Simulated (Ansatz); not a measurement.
Consider TiC in the rock salt structure (space group Fm-3m, No. 225; a = 4.293 Å; relaxed with 0.1 eV smearing). Axes: x, y, z lie along the cube axes.

The values are results of Ansatz (an electronic-structure program), PBEsol, PAW, cutoff 420 eV, without spin-orbit coupling, not measurements.

Base values:

Shortest interatomic distance: 2.147 Å

One thing is altered: the cell is compressed by 2.50 % along z with no lateral relaxation; the atoms relax in the strained cell.

Estimate the effect on the stress, shortest interatomic distance and energy relative to the base.

The stress (xx, yy, zz, yz, xz, xy; compression positive) comes out as (3.2, 3.2, 15.9, 0.0, 0.0, 0.0) GPa; the shortest interatomic distance drops by 0.054 Å, from 2.147 Å to 2.093 Å; the energy goes up by 12 meV/atom.

No phonon test of stability was made. The final runs are not spin-polarised.
